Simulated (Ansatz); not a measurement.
The starting structures come from a database of crystals and need not be the phases stable at ambient conditions.

By LDA and PBEsol, the system below comes out a metal.

Given:

```
Ag
1.0
    2.94609     0.00000     0.00000
   -1.47304     2.55139     0.00000
    1.47305     0.85046     7.20465
Ag
3
Direct
  0.00000   0.00000   0.00000
  0.44457   0.22228   0.33315
  0.55543   0.77772   0.66685
```

Space group of this cell: R-3m. The cell is taken as given; by PBEsol its mean pressure is -7.5 GPa.

The current runs along the normal of the first two printed vectors, the (001) plane. All runs by Ansatz (a quantum-chemistry and plane-wave program), plane waves and PAW, without spin-orbit coupling; the base is PBEsol.

```
run                                                      mean pressure (GPa)  G/A, both spins (10¹⁵ S/m²)
-------------------------------------------------------  -------------------  ---------------------------
base                                                                    -7.5                         0.82
all lengths scaled by 0.98                                              -2.1                            …
all lengths scaled by 1.02                                             -11.0                         0.80
lda in place of pbesol                                                 -11.7                         0.82
lengths across the current scaled by 0.98, ions clamped                 -4.1                         0.82
lengths across the current scaled by 1.02, ions clamped                -10.0                         0.82
lengths along the current scaled by 0.97, ions clamped                  -4.9                         0.85
lengths along the current scaled by 1.03, ions clamped                  -9.4                            …
```

What belongs in the gaps?


- all lengths scaled by 0.98, G/A, both spins (10¹⁵ S/m²): 0.84
- lengths along the current scaled by 1.03, ions clamped, G/A, both spins (10¹⁵ S/m²): 0.77
